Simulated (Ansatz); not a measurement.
The reference is ZrS2 in the CdI2 type structure (space group P-3m1, No. 164; a = 3.578 Å, c = 5.540 Å; layered, stacked along the Cartesian z axis).

Computed with PBEsol-D3(BJ)/PAW in Ansatz (a program for electronic structure), no spin-orbit coupling.

Strains are applied to the cell and any free atomic positions relax.

One change was made to it. Results:

The largest internal atomic displacement comes out as 0.028 Å; the energy goes up by 2.9 meV/atom; the pressure (mean of the normal stresses, compression positive) goes from zero to -14.4 kbar; the band gap goes up by 0.16 eV to 0.45 eV.

Which of these changes matches the shifts?
A. isotropic strain +1.00 %
B. isotropic strain +3.00 %
C. isotropic strain −2.50 %
D. isotropic strain −0.50 %
E. isotropic strain −2.00 %

A, isotropic strain +1.00 %. For comparison, the band gap in the other runs: isotropic strain −0.50 % gives 0.21 eV; isotropic strain +3.00 % gives 0.73 eV; isotropic strain −2.00 % gives zero; isotropic strain −2.50 % gives zero.

The mesh was chosen for an insulator and is coarse for the gapless case. No phonon test of stability was made. All final runs are without spin polarisation. A zero or small gap of ZrS2 can be the functional's error rather than a property of the material.
